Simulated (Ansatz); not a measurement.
Candidates (primitive cells; geometry: cell and atoms relaxed with PBEsol):
A. InP (F-43m), a = b = c = 4.157 Å, α = β = γ = 60.00°
B. AlP (F-43m), a = b = c = 3.8682 Å, α = β = γ = 60.00°
C. ZnSe (F-43m), a = b = c = 3.983 Å, α = β = γ = 60.00°
D. AgBr (Fm-3m), a = 4.0126 Å, b = 4.0126 Å, c = 4.0126 Å, α = 60.00°, β = 60.00°, γ = 60.00°
E. BP (F-43m), a = 3.196 Å, b = 3.196 Å, c = 3.196 Å, α = 60.00°, β = 60.00°, γ = 60.00°

Rank these by Seebeck coefficient, n-type 1e19 cm⁻³ (highest first), as PBEsol with spin-orbit coupling, rigid bands in Ansatz (a program for electronic structure) gives it.

A (-44 μV/K), C (-64 μV/K), D (-109 μV/K), B (-262 μV/K), E (-336 μV/K)

Seebeck coefficients are for the stated density at 300 K, with one relaxation time for all states and whether or not that doping can be reached.
